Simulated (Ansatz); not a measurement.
Polymorphs of MgF₂, r2SCAN, rigid bands in Ansatz (a program for electronic structure); geometry: cell and atoms relaxed with PBEsol.
- P4_2/mnm, primitive cell of 6: a = 4.639 Å, b = 4.639 Å, c = 3.062 Å, α = 90.00°, β = 90.00°, γ = 90.00°
- Pa-3, primitive cell of 12: a = 4.9537 Å, b = 4.9537 Å, c = 4.9537 Å, α = 90.00°, β = 90.00°, γ = 90.00°

```json
[
 {"Space group": "P4_2/mnm", "volume per atom (Å³)": "11.0", "band gap": "7.98 eV", "electron conductivity mass": "___", "hole conductivity mass": "3.3 mₑ", "Seebeck coefficient, n-type 1e19 cm⁻³": "-222 μV/K"},
 {"Space group": "Pa-3", "volume per atom (Å³)": "10.1", "band gap": "7.95 eV", "electron conductivity mass": "0.52 mₑ", "hole conductivity mass": "6.9 mₑ", "Seebeck coefficient, n-type 1e19 cm⁻³": "-216 μV/K"}
]
```

Question: Fill in the missing entries.

Answer: 
- P4_2/mnm, electron conductivity mass: 0.54 mₑ

Masses are for dilute carriers at 300 K, harmonic means over directions unless an axis is named. Seebeck coefficients are for the stated density at 300 K, with one relaxation time for all states and whether or not that doping can be reached. Spin-orbit coupling is left out.

Computed structure with no diffraction record at hand here (it may be known, metastable or hypothetical): MgF2 (Pa-3).
